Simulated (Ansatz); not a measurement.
**Hypothetical diamond Sb: response to strain**

Consider Sb in the diamond structure (space group Fd-3m, No. 227; a = 6.871 Å; a hypothetical phase, not in the database extracts checked; relaxed with 0.1 eV smearing). Axes: x, y, z lie along the cube axes.

Strains are applied to the cell and any free atomic positions relax; under biaxial strain the out-of-plane vector relaxes too; under stress the whole cell relaxes.

Computed with Ansatz (a program for electronic structure) PBEsol, spin-orbit coupling left out.

Notes on the quantities. energy relative to the base: free energy F.

| variant | energy relative to the base | shortest interatomic distance | space group |
|---|---|---|---|
| base | 0 meV/atom | 2.975 Å | Fd-3m (No. 227) |
| biaxial strain +2.09 %, plane normal [001], relaxed out of plane | -5.4 meV/atom | 2.953 Å | I4_1/amd (No. 141) |
| biaxial strain −0.53 %, plane normal [110], relaxed out of plane | -1.7 meV/atom | 2.991 Å | Imma (No. 74) |
| biaxial strain +3.62 %, plane normal [110], relaxed out of plane | -64 meV/atom | 2.883 Å | Imma (No. 74) |
| biaxial strain −4.23 %, plane normal [111], relaxed out of plane | -56 meV/atom | 2.996 Å | R-3m (No. 166) |
| isotropic strain −3.10 % | +42 meV/atom | 2.883 Å | Fd-3m (No. 227) |
| isotropic strain +0.88 % | +3.0 meV/atom | 3.001 Å | Fd-3m (No. 227) |
| uniaxial strain ε_xx = +1.45 % | +0.7 meV/atom | 2.990 Å | I4_1/amd (No. 141) |
| tensor shear ε_xy = −1.78 % | -3.4 meV/atom | 2.973 Å | Imma (No. 74) |
| uniaxial stress, 2 GPa tension along z | -66 meV/atom | 2.949 Å | I4_1/amd (No. 141) |

A biaxial case was relaxed in a doubled cell and then solved in the primitive one. Beyond what the load breaks, stability against distortions was not tested. Under biaxial strain +2.09 %, plane normal [001], relaxed out of plane, biaxial strain −0.53 %, plane normal [110], relaxed out of plane and biaxial strain +3.62 %, plane normal [110], relaxed out of plane and more the cell ends below the base's energy or with stress of the wrong sign: the atoms slid into a distortion or the cell is elastically unstable, so the base is not a stable minimum at this level. Under uniaxial stress, 2 GPa tension along z the cell changed shape so far that it is another structure.
